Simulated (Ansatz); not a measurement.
# Ir: response to strain

The parent structure is Ir in the fcc (Cu type) structure (space group Fm-3m, No. 225; a = 3.8311 Å; relaxed with 0.1 eV smearing).

Strains are applied to the cell and any free atomic positions relax.

All numbers come from Ansatz (a quantum-chemistry and plane-wave program), PBEsol, PAW, cutoff 420 eV, no spin-orbit coupling.

Notes on the quantities. energy relative to the base: free energy F.

| isotropic strain (%) | energy relative to the base (meV/atom) |
|---|---|
| -2.5 | 105.3 |
| -2 | 66.1 |
| -1.5 | ? |
| -0.5 | 3.9 |
| 0 | 0.0 |
| 0.5 | 3.7 |
| 1.5 | 32.2 |
| 2 | 56.2 |
| 3 | 121.4 |

Q: Fit ΔE = Aε² + Bε³ (ε in %) to the rows shown and predict the withheld row.

A: Least squares on the printed values gives A = 15.3 and B = -0.61 meV/atom (largest residual 0.2 meV/atom); this predicts 36.5 meV/atom, and the run gives 36.4 meV/atom, in agreement.

No phonon test of stability was made. All final runs are without spin polarisation.
